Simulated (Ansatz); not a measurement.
Amorphous B$_{32}$N$_{32}$H$_{4}$, 68 atoms at 1.95 g/cm³, one PBE-relaxed geometry, zone centre. Methods: PBE, scalar-relativistic without spin-orbit coupling (Ansatz, an electronic-structure program); r2SCAN, scalar-relativistic without spin-orbit coupling (Ansatz); HSE06, scalar-relativistic without spin-orbit coupling (Ansatz). Plane waves to 420 eV (r2SCAN 500 eV); exact exchange is cut at the cell's faces. The usual formal charges leave 4 electrons over, so the level spacing at the Fermi energy parts defect or band states and needn't be the band gap. At PBE the levels at the filled edge of the gap are localised (band-tail or defect states), and the nearest spread-out levels lie 3.2 eV apart at the zone centre. The higher rungs were started with moments on some atoms, which died out.

It comes from a melt-quench run on a machine-learned potential (CHGNet), relaxed afterwards by DFT. N atoms were pushed apart under 1.9 Å during the dynamics, to hinder bonds among them. The hot cell started wider than the set density and was brought back towards it in steps. It is the lowest in DFT energy of 2 quenches. It is a model cell: composition and starting density were chosen by hand, and all elements were melted together. No dispersion term was used. Its density started from a set value of 1.95 and ended at 1.95 g/cm³. The quench (nominally 870 K/ps over its main leg) was far faster than any real one, so the model tends to hold more defects than a real film. Values belong to this one cell and scatter from quench to quench. The volume was held where the preparation left it, at a PBE pressure of 2.9 GPa. Stress components on the final sampling reach 5.3 GPa.

The relaxation ran on one k-point at (1/4, 1/4, 1/4). At PBE the level spacing at the Fermi energy is 1.89 eV on a 2×2×2 Γ-centred mesh, and the spacing at the zone centre alone 1.97 eV.

**Question.** What zone-centre spacing does r2SCAN give, roughly?

**Answer.** 2.36 eV (+0.39 eV against PBE).

**Question.** What zone-centre spacing does HSE06 give, roughly?

**Answer.** 3.14 eV (+1.17 eV against PBE).

The highest filled and the lowest empty state spread over these numbers of atoms (participation numbers): PBE: 9.4 and 21.3; r2SCAN: 9.3 and 21.4; HSE06: 9.6 and 21.1.
